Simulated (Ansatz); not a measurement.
For ZnSe (F-43m, No. 216; start COD 1538613), LDA (Ansatz, a first-principles code, plane waves, PAW) gives:

```
Item                        Value
-------------------  ------------
lattice parameter a       5.567 Å
bulk modulus             71.9 GPa
cohesive energy      3.37 eV/atom
band gap                  1.25 eV
```

Problem. What does r²SCAN (PAW; Ansatz) give for the same quantities?

Solution. 
- lattice constant a: 5.666 Å (increases by 1.8 %)
- bulk modulus: 65.3 GPa (falls by 9.2 %)
- cohesive energy: 2.85 eV/atom (drops by 0.52 eV/atom)
- band gap: 1.86 eV (goes up by 0.61 eV)

Changes are worked out from the printed values.

Unless a cell is named, each level is at its own relaxed cell (LDA 21.57, r²SCAN 22.74 Å³/atom).

Levels without +SOC have no spin–orbit coupling; where heavier elements are present it shifts gaps, mostly down, and can invert bands. Density-functional gaps are differences of (generalised) Kohn–Sham levels.

Caveats: the bulk modulus is −V dP/dV from two relaxed cells at ±2 % in volume (LDA, r²SCAN); the relaxation could not lower the start's symmetry, so the cell can be a saddle point above a distorted one (LDA, r²SCAN). Ansatz's density-functional and Hartree–Fock values are scalar-relativistic unless marked +SOC, with PAW data made under PBE.
